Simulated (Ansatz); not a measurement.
## Sc, pressure series

The reference is Sc in the hcp (Mg type) structure (space group P6_3/mmc, No. 194).

```
Sc
1.0
    3.32949     0.00000     0.00000
   -1.66475     2.88342     0.00000
    0.00000     0.00000     5.19194
Sc
2
Direct
  0.33333   0.66667   0.75000
  0.66667   0.33333   0.25000
```

Cell and atoms are relaxed at each pressure.

Method: r2SCAN (Ansatz, an electronic-structure program), without spin-orbit coupling.

Notes on the quantities. enthalpy: H = E + PV relative to the base's energy.

| change | enthalpy | lattice parameter a |
|---|---|---|
| base | – | 3.329 Å |
| pressure −2 GPa | -0.32 eV/atom | ___ |
| pressure −1 GPa | -0.16 eV/atom | 3.349 Å |
| pressure 0.9 GPa | +0.14 eV/atom | 3.313 Å |
| pressure 2.1 GPa | +0.32 eV/atom | 3.293 Å |
| pressure 4.5 GPa | +0.67 eV/atom | 3.256 Å |
| pressure 9 GPa | +1.30 eV/atom | 3.198 Å |
| pressure 15 GPa | +2.09 eV/atom | 3.135 Å |
| pressure 22.5 GPa | +3.01 eV/atom | 3.072 Å |
| pressure 30 GPa | +3.88 eV/atom | 3.019 Å |

Q: Fill in the withheld entries from the trend.

A: 
- pressure −2 GPa, lattice parameter a: 3.369 Å

Load acts through the strain it causes; cell and atoms are relaxed under it. No phonon test of stability was made. No other phases were tried under pressure. All final runs are without spin polarisation.
